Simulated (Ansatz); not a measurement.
Candidates (primitive cells; geometry: cell and atoms relaxed with PBEsol):
A. GaN (P6_3mc), a = 3.1826 Å, b = 3.1826 Å, c = 5.1854 Å, α = 90.00°, β = 90.00°, γ = 120.00°
B. Ge (Fd-3m), a = b = c = 4.014 Å, α = β = γ = 60.00°
C. BP (F-43m), a = b = c = 3.196 Å, α = β = γ = 60.00°

### Question
Put the candidates in order of Seebeck coefficient, p-type 1e19 cm⁻³, lowest first, for r2SCAN with spin-orbit coupling, rigid bands run with Ansatz (a first-principles code).

### Answer
B (196 μV/K), C (318 μV/K), A (420 μV/K)

Seebeck coefficients are for the stated density at 300 K, with one relaxation time for all states and whether or not that doping can be reached.
